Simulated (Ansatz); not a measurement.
The structure below was relaxed with Ansatz (a program for electronic structure), LDA, PAW, cutoff 420 eV, no spin-orbit coupling, at pressure 22.5 GPa.

```
CELL_PARAMETERS angstrom
      3.83055     0.00000     0.00000
     -1.91528     3.31736     0.00000
      0.00000     0.00000     6.74824
ATOMIC_POSITIONS crystal
  Cd 0.33333 0.66667 0.01102
  Cd 0.66667 0.33333 0.51102
  Se 0.33333 0.66667 0.36498
  Se 0.66667 0.33333 0.86498
```

### Question
Find the space group and the Wyckoff positions.

### Answer
Space group P6₃mc (No. 186); a = b = 3.831 Å, c = 6.748 Å, α = β = 90.00°, γ = 120.00°

```
atom  site  symmetry       x       y       z
----  ----  --------  ------  ------  ------
Cd      2b       3m.  0.3333  0.6667  0.0110
Se      2b       3m.  0.3333  0.6667  0.3650
```

Load acts through the strain it causes; cell and atoms are relaxed under it. No phonon test of stability was made. Measured, CdSe leaves this structure (for rock salt) near 2.72 GPa (temperature not stated; as listed in Datta, Sujoy, Jana, Debnarayan, arXiv (2020)), on rising pressure, with hysteresis. The cell was made from CdSe in the wurtzite structure (space group P6_3mc, No. 186) by this change: pressure 22.5 GPa.
